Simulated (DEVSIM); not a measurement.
Structure: Schottky contact on n-type Ge, at 250 K.

Layer 1 from the left is Ge, thickness (μm) 0.420, Nd (cm⁻³) 7.7e16, τn (s) 0.00041, τp (s) 0.00041. Layer 2 from the left is Ge, thickness (μm) 0.600, Nd (cm⁻³) 1.3e18, τn (s) 0.00041, τp (s) 0.00041.

Left contact: Schottky, work function 4.41 eV, emission velocity 2.8e6 cm/s. Right contact: ohmic. Voltage is applied to the left contact. Recombination: SRH at mid-gap, radiative, Auger. Mobility is constant in doping.

Constants are typed, rounded textbook-type inputs, not results; the design itself was drawn at random and stands for no fabricated device. Values at 300 K; Nc and Nv go as T^1.5, mobilities as T to minus their exponent, the gap by Varshni's rule with the affinity fixed.

Ge: gap (eV) 0.664, affinity (eV) 4, permittivity 16, Nc (cm⁻³) 1.04e19, Nv (cm⁻³) 6e18, μn (cm²/Vs) 3900, μp (cm²/Vs) 1900, T exponent of μn 1.66, T exponent of μp 2.33, B (cm³/s) 6.4e-14, Cn (cm⁶/s) 1e-31, Cp (cm⁶/s) 1e-31, Varshni α (eV/K) 0.000477, Varshni β (K) 235.

Model (solved in DEVSIM): 1D drift-diffusion, Boltzmann statistics, complete ionisation; no tunnelling, impact ionisation, image-force lowering or self-heating. Metal contacts follow the ideal Schottky-Mott rule: no Fermi-level pinning, no interface dipoles.

Q: What does the simulation give for the potential step across the device at zero bias, the dark forward voltage at 1 A/cm², the dark forward voltage at 100 A/cm²?

A: potential step across the device at zero bias 0.371 V; dark forward voltage at 1 A/cm² 0.086 V; dark forward voltage at 100 A/cm² 0.185 V.
